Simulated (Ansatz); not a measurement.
## What pressure 100 GPa does to Mg2Si

The reference is Mg$_{2}$Si (space group Fm-3m, No. 225; a = 6.364 Å).

The change: cell and atoms relaxed at a pressure of 100 GPa.

Method: PBE in Ansatz (plane waves to 420 eV, PAW, scalar-relativistic without spin-orbit coupling), earlier PAW set. Settings: 9×9×9 k-points, 0.05 eV Fermi–Dirac smearing.

```json
[
 {"quantity": "volume per atom", "base": "21.48 Å³", "changed": "11.92 Å³", "shift": "-9.56 Å³"},
 {"quantity": "density", "base": "1.98 g/cm³", "changed": "3.56 g/cm³", "shift": "+1.58 g/cm³"},
 {"quantity": "lattice parameter a", "base": "6.364 Å", "changed": "5.230 Å", "shift": "-1.134 Å"},
 {"quantity": "shortest interatomic distance", "base": "2.756 Å", "changed": "2.265 Å", "shift": "-0.491 Å"},
 {"quantity": "enthalpy H = E + PV relative to the base's energy", "base": "–", "changed": "+9.29 eV/atom", "shift": "–"},
 {"quantity": "band gap", "base": "0.22 eV", "changed": "zero", "shift": "–"}
]
```

Final structure:

```
Mg2Si
1.0
    0.00000     2.61506     2.61506
    2.61506     0.00000     2.61506
    2.61506     2.61506     0.00000
Si Mg
1 2
Direct
  0.00000   0.00000   0.00000
  0.25000   0.25000   0.25000
  0.75000   0.75000   0.75000
```

The mesh was chosen for an insulator and is coarse for the gapless case. Load acts through the strain it causes; cell and atoms are relaxed under it. No phonon test of stability was made. No other phases were tried under pressure. All final runs are without spin polarisation. The zero or small gap of Mg2Si can change with the level of theory.

Ansatz is a program for electronic structure.
